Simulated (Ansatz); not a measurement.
## AuAl (Pm-3m, No. 221, 2 atoms in the cell; start mp-10871): bulk modulus by level of theory

No measured value is used here.

```csv
level (code),value (GPa),cell (Å³/atom)
LDA (Ansatz),___,15.65
PBEsol (Ansatz),129,16.04
r²SCAN (Ansatz),134,16.11
```

Question: What belongs in the gaps?

Answer: 
- LDA (Ansatz, an electronic-structure program), value (GPa): 138

Density-functional levels without +SOC have no spin–orbit coupling. LDA, PBEsol, r²SCAN: the bulk modulus is −V dP/dV from two relaxed cells at ±2 % in volume. LDA, PBEsol, r²SCAN: the relaxation could not lower the start's symmetry, so the cell can be a saddle point above a distorted one. Each level is taken at its own relaxed cell. Cutoffs differ between the levels. Ansatz's density-functional and Hartree–Fock values are scalar-relativistic unless marked +SOC, with PAW data made under PBE.

A start named mp-… is a Materials Project structure, which need not be a measured phase.
